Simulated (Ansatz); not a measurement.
Pt under a change: uniaxial stress, 1 GPa tension along z

The reference is Pt in the fcc (Cu type) structure (space group Fm-3m, No. 225; a = 3.9415 Å; relaxed with 0.1 eV smearing). Axes: x, y, z lie along the cube axes.

One thing is altered: uniaxial stress, 1 GPa tension along z, with the cell and atoms free to relax against it.

The values are results of r2SCAN (Ansatz, a quantum-chemistry and plane-wave program, PAW, no SOC), earlier PAW set, not measurements. Γ-centred 29×29×29 mesh, Fermi–Dirac width 0.1 eV.

Volume per atom: 15.33 Å³ (base 15.31 Å³)
Space group: I4/mmm (No. 139) (base Fm-3m (No. 225))
Energy relative to the base (free energy F): +0.3 meV/atom
Band gap: zero (base zero)
Strain response (xx, yy, zz): (−0.30, −0.30, +0.73) %

Beyond what the load breaks, stability against distortions was not tested. All final runs are without spin polarisation.
